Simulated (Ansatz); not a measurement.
Mg on the Mo site (Mg_Mo) in bcc Mo

The numbers are results of PBE, PAW (plane waves to 420 eV; Ansatz, a first-principles code), not measurements. Cell and caveats: 54-site cell; 4×4×4 shifted k-points; start: the Mo site; energies good to tenths of an eV; the relaxation kept the symmetry of the starting site.

Neighbours after relaxation, in Å: of the Mg atom: Mo 2.79, Mo 2.79, Mo 2.79, Mo 2.79, Mo 2.79, Mo 2.79, Mo 2.79, Mo 2.79 (the shell may go on).

Formation energies E_f are those of the neutral cell. Chemical conditions: host crystal and elements as references (Δμ(Mo) = 0.00 eV, Δμ(Mg) = 0.00 eV; Mg taken from its element, since no compound that bounds it was computed at this level; only phases computed here count, gases as isolated molecules at 0 K). Reference phases: Mg: hcp Mg, Mo: bcc Mo.

| charge | moment (μB) | point group | largest move off a lattice site (Å) | E_f, host crystal and elements as references (eV) |
|---|---|---|---|---|
| 0 | not spin-polarised | Oh | 0.05 | 0.86 |

Point groups are those of the whole cell at tolerances of 0.03 and 0.1 Å ("near" where only the looser one holds); none is given for unsettled states.

All states together cost around 14 core-minutes (rough).
